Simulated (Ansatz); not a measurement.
A relaxation of cell and atoms of MgTl (Pm-3m, 2 atoms in the cell) with Ansatz (a quantum-chemistry and plane-wave program).

Method of the run: LDA (PW92), default PAW files made with PBE (plane waves; Ansatz).

The change in words: atoms on their sites; basis.ecutwfc: 420 eV → 355 eV; relax: default → cell and atoms. Reference geometry:
```yaml
crystal:
  lattice:
    - [3.61961, 0.00000, 0.00000]
    - [0.00000, 3.61961, 0.00000]
    - [0.00000, 0.00000, 3.61961]
  atoms:
    - { symbol: Mg, position: [0.00000, 0.00000, 0.01381] }
    - { symbol: Tl, position: [0.50000, 0.50000, 0.50000] }
```

Reference input (self-consistent single point, DFT, LDA (PW92), plane waves, default PAW files made with PBE): basis.ecutwfc = 420 eV; kpoints.mp_grid.grid = 9 9 9; hamiltonian.xc = lda; hamiltonian.pseudopotentials = {kind: paw} (the program's default PAW files); scf.occupations.method = gaussian; scf.occupations.width = 0.1 eV. This run's input differs from it in these lines:

Ansatz 0.2 input:
```diff
@@ -6,6 +6,6 @@
   atoms:
-    - { symbol: Mg, position: [0.00000000, 0.00000000, 0.01381400] }
+    - { symbol: Mg, position: [0.00000000, 0.00000000, 0.00000000] }
     - { symbol: Tl, position: [0.50000000, 0.50000000, 0.50000000] }
 basis:
-  ecutwfc: 420.0
+  ecutwfc: 355.0
 kpoints:
@@ -17,2 +17,4 @@
   occupations: { method: gaussian, width: 0.1 }
+relax:
+  cell: {}
 output:
```

The program printed (abridged):

```
   [... SCF lines of the steps left out ...]
relax step   1: F+E_penalty+E_count = -13048.40774069 eV  Δ(F+E_penalty+E_count) = +0.000e0 eV  max|allowed force component| = 3.924e-29 eV/Å  Δτ_max = 0.0000 Å  P = -1.979 GPa  Ω = 47.423 Å³  (6 SCF iters, dr2 threshold 1.00e-7 eV, accepted)
relax step   2: F+E_penalty+E_count = -13048.42301230 eV  Δ(F+E_penalty+E_count) = -1.527e-2 eV  max|allowed force component| = 8.977e-30 eV/Å  Δτ_max = 0.0000 Å  P = -0.068 GPa  Ω = 45.333 Å³  energy of the carried Pulay correction = +1.460e-3 eV  [...]
   [... lines left out ...]
relax step   5: F+E_penalty+E_count = -13048.42212772 eV  Δ(F+E_penalty+E_count) = -5.002e-5 eV  max|allowed force component| = 6.820e-30 eV/Å  Δτ_max = 0.0000 Å  P = +0.001 GPa  Ω = 45.205 Å³  energy of the carried Pulay correction = +3.956e-5 eV  [...]
relax step   6: F+E_penalty+E_count = -13048.42206988 eV  Δ(F+E_penalty+E_count) = +5.783e-5 eV  max|allowed force component| = 5.243e-30 eV/Å  Δτ_max = 0.0000 Å  P = -0.001 GPa  Ω = 45.205 Å³  stress off target by 8.15e-4 GPa  SCF on the basis [...]
basis re-selected at this cell: Δ(F+E_penalty+E_count) = +5.783e-5 eV, ΔP = -0.002 GPa vs the last step
the relaxation is at rest under the 48 symmetry operations that the run kept from its start: a minimum is not shown …
Stability not checked: this state was not tested for a lower state beside it, because too few of the mixer's solves of this state at the end of the SCF gave a …
Free energy (F): -13048.422070 eV
Internal energy: -13048.415723 eV  (E = F + TS)
   [... lines left out ...]
Fermi energy:    9.859016 eV
   [... lines left out ...]
to start a new deck from the relaxed geometry:
  cell:  # Å, volume = 45.2052 Å³
    - [3.562291717290976, 3.9481563859938335e-33, -3.851859888774472e-34]
    - [3.9481563859938335e-33, 3.562291717290976, 0.0]
    - [-3.851859888774472e-34, 0.0, 3.562291717290976]
  atoms:
    - { symbol: Mg, position: [1.0014355046707745e-38, 1.662756322744676e-36, -2.419628905434895e-47] }
    - { symbol: Tl, position: [0.5, 0.5, 0.5] }
```

The run converged. 

Summary of the result:
| Property | Value |
|---|---|
| Free energy E − TS (on the zero of these files) | -13048.4221 eV |
| Fermi level (on the code's own zero) | 9.86 eV |
| Pressure | 0.00 GPa |
| Final cell | a = 3.562 Å, b = 3.562 Å, c = 3.562 Å, α = 90.00°, β = 90.00°, γ = 90.00° |
| Final volume per atom | 22.60 Å³ |
| Relaxation steps | 6 |

The starting cell comes from a database of computed structures (which also holds hypothetical and non-ambient phases and stackings), without a prior relaxation at this level. Its lattice was rescaled by up to half a per cent. The relaxation keeps the symmetry of its start, so its end need not be a minimum. Ansatz's pressure includes its estimate of the finite-basis (Pulay) stress. The cutoff lies below the one recommended for these files.
